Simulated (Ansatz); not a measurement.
Start from CuI in the zinc blende structure (space group F-43m, No. 216).

```
CELL_PARAMETERS angstrom
      0.00000     2.96965     2.96965
      2.96965     0.00000     2.96965
      2.96965     2.96965     0.00000
ATOMIC_POSITIONS crystal
  I  0.75000 0.75000 0.75000
  Cu 0.00000 0.00000 0.00000
```

Level of theory: Ansatz (a program for electronic structure) PBEsol, no spin-orbit coupling.

For the base:

| Item | Result |
|---|---|
| Lattice parameter a | 5.939 Å |
| Width of the top valence band | 1.74 eV |
| Hole mass | 0.20, 0.64, 0.64 mₑ (at Γ) |
| Band gap | 1.17 eV |

The change: Ag takes the place of Cu on all its sites, then cell and atoms are relaxed.

Task: What does the calculation give for the lattice parameter a, width of the top valence band, hole mass and band gap after the change?

Result: The lattice parameter a grows by 0.511 Å, from 5.939 Å to 6.450 Å; the width of the top valence band increases by 0.13 eV to 1.87 eV; the hole mass (degenerate bands, along [100]) goes from 0.20, 0.64, 0.64 mₑ (at Γ) to 0.18, 0.68, 0.68 mₑ (at Γ); the band gap rises by 0.024 eV (1.17 eV → 1.20 eV).

With I present, leaving out spin-orbit coupling can change the band edges. Masses are band curvatures over ±0.01 Å⁻¹ around the edge. No phonon test of stability was made. All final runs are without spin polarisation.
